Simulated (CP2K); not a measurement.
Troubleshooting CP2K: a failed run on Os (P6_3/mmc, 2 atoms in the cell). The aim is a self-consistent single point with DFT PBE, GPW, DZVP-MOLOPT-SR-GTH basis, GTH-PBE potentials (GTH_POTENTIALS).

Cell that was meant: a = 2.7184 Å, b = 2.7184 Å, c = 4.2826 Å, α = 90.00°, β = 90.00°, γ = 120.00°.

Part of the input:

```
        ALPHA 0.2
        NBUFFER 8
      &END MIXING
    &END SCF
    &KPOINTS
      SCHEME MONKHORST-PACK 10 10 6
      GAMMA_CENTERED T
```

Log, with long lists cut:

```
 SCF WAVEFUNCTION OPTIMIZATION

  Step     Update method      Time    Convergence         Total energy    Change
     1 NoMix/Diag. 0.20E+00      -     1.10815570      -184.7181466241 -1.85E+02
     2 Broy./Diag. 0.20E+00      -     0.01411734      -184.6800226667  3.81E-02
     3 Broy./Diag. 0.20E+00      -     0.02490871      -183.9874549497  6.93E-01
     4 Broy./Diag. 0.20E+00      -     0.00099289      -183.5799866446  4.07E-01
     5 Broy./Diag. 0.20E+00      -     0.00097311      -183.6128861684 -3.29E-02
     6 Broy./Diag. 0.20E+00      -     0.00205026      -183.6288150009 -1.59E-02
   [... 90 lines left out ...]
    97 Broy./Diag. 0.20E+00      -     0.00204657      -183.6293410263 -3.38E-06
    98 Broy./Diag. 0.20E+00      -     0.00204767      -183.6455442951 -1.62E-02
    99 Broy./Diag. 0.20E+00      -     0.00204713      -183.6293255084  1.62E-02
   100 Broy./Diag. 0.20E+00      -     0.00000088      -183.6455359540 -1.62E-02
  Leaving inner SCF loop after reaching   100 steps.

  Overlap energy of the core charge distribution:               0.00000000359351
  Self energy of the core charge distribution:               -277.75487190043384
  Core Hamiltonian energy:                                     61.14458360055553
   [... lines left out ...]
  Total energy:                                              -183.64553595397862
   [... lines left out ...]
 * [ABORT]                                                                     *
 *  \___/     SCF run NOT converged. To continue the calculation regardless,   *
 *    |             please set the keyword IGNORE_CONVERGENCE_FAILURE.         *
 *  O/|                                                                        *
 * /| |                                                                        *
 * / \                                                            qs_scf.F:702 *
 *******************************************************************************

 ===== Routine Calling Stack =====

            4 scf_env_do_scf
            3 qs_energies
            2 qs_forces
            1 CP2K
Abort(1) on node 0 (rank 0 in comm 0): application called MPI_Abort(MPI_COMM_WORLD, 1) - process 0
```

### Question
What caused this, and what should be changed?

### Answer
The fault is no smearing in a metal on a k-point mesh. A sharp Fermi level over a finite mesh makes levels switch between full and empty from one iteration to the next. To fix it, switch a smearing on, with added empty orbitals. The run ended unconverged after 100 iterations.

The sound input it was made from differs as follows (other fixes are possible):
```diff
+      &SMEAR ON
+        METHOD FERMI_DIRAC
+        ELECTRONIC_TEMPERATURE [K] 1160.45
+      &END SMEAR
```

With that input, the run converged in 13 iterations: free energy E − TS -4996.9122 eV; Fermi level (on the code's own zero) 19.03 eV; pressure 13.98 GPa (DFT PBE, GPW, DZVP-MOLOPT-SR-GTH basis, GTH-PBE potentials (GTH_POTENTIALS)).

On the sound input: the starting cell comes from a database of computed structures (which also holds hypothetical and non-ambient phases and stackings), without a prior relaxation at this level. Its lattice was rescaled by a random factor within 2.5 % of one. Spin polarisation is off. Values carry the incompleteness of an atom-centred basis. With a pressure of about 14 GPa the cell is away from its equilibrium volume at this level.
